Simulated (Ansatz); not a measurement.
GaSb, pressure series

The parent structure is GaSb in the zinc blende structure (space group F-43m, No. 216; a = 6.1324 Å).

Cell and atoms are relaxed at each pressure.

The values are results of r2SCAN (Ansatz, a program for electronic structure), no SOC, not measurements.

Notes on the quantities. hole mass: degenerate bands, along [100].

```json
[
 {"variant": "base", "lattice parameter a": "11.589 bohr", "band gap": "0.41 eV", "width of the top valence band": "3.21 eV", "hole mass": "0.023, 0.26, 0.26 mₑ (at Γ)"},
 {"variant": "pressure −2 GPa", "lattice parameter a": "11.752 bohr", "band gap": "0.10 eV", "width of the top valence band": "3.02 eV", "hole mass": "–"},
 {"variant": "pressure −1 GPa", "lattice parameter a": "11.666 bohr", "band gap": "0.26 eV", "width of the top valence band": "3.12 eV", "hole mass": "–"},
 {"variant": "pressure 0.3 GPa", "lattice parameter a": "11.568 bohr", "band gap": "0.45 eV", "width of the top valence band": "3.24 eV", "hole mass": "0.025, 0.26, 0.26 mₑ (at Γ)"},
 {"variant": "pressure 0.7 GPa", "lattice parameter a": "11.540 bohr", "band gap": "0.51 eV", "width of the top valence band": "3.27 eV", "hole mass": "0.027, 0.26, 0.26 mₑ (at Γ)"},
 {"variant": "pressure 1.5 GPa", "lattice parameter a": "11.488 bohr", "band gap": "0.61 eV", "width of the top valence band": "3.33 eV", "hole mass": "0.032, 0.25, 0.25 mₑ (at Γ)"},
 {"variant": "pressure 3 GPa", "lattice parameter a": "11.398 bohr", "band gap": "0.80 eV", "width of the top valence band": "3.45 eV", "hole mass": "0.040, 0.24, 0.24 mₑ (at Γ)"},
 {"variant": "pressure 5 GPa", "lattice parameter a": "11.292 bohr", "band gap": "0.87 eV", "width of the top valence band": "3.59 eV", "hole mass": "0.049, 0.23, 0.23 mₑ (at Γ)"},
 {"variant": "pressure 7.5 GPa", "lattice parameter a": "11.176 bohr", "band gap": "0.94 eV", "width of the top valence band": "3.75 eV", "hole mass": "0.059, 0.22, 0.22 mₑ (at Γ)"},
 {"variant": "pressure 10 GPa", "lattice parameter a": "11.074 bohr", "band gap": "0.89 eV", "width of the top valence band": "3.89 eV", "hole mass": "0.067, 0.21, 0.21 mₑ (at Γ)"}
]
```

Spin-orbit coupling, missing from the scalar runs, can matter with Sb. Load acts through the strain it causes; cell and atoms are relaxed under it. Masses are band curvatures over ±0.01 Å⁻¹ around the edge. No phonon test of stability was made. Tetrahedral semiconductors of this kind turn to denser phases somewhere between about 1 and 50 GPa; those were not computed, so compressed cells here can lie past the real transition. A zero or small gap of GaSb under pressure −2 GPa and GaSb under pressure −1 GPa can be the functional's error rather than a property of the material.
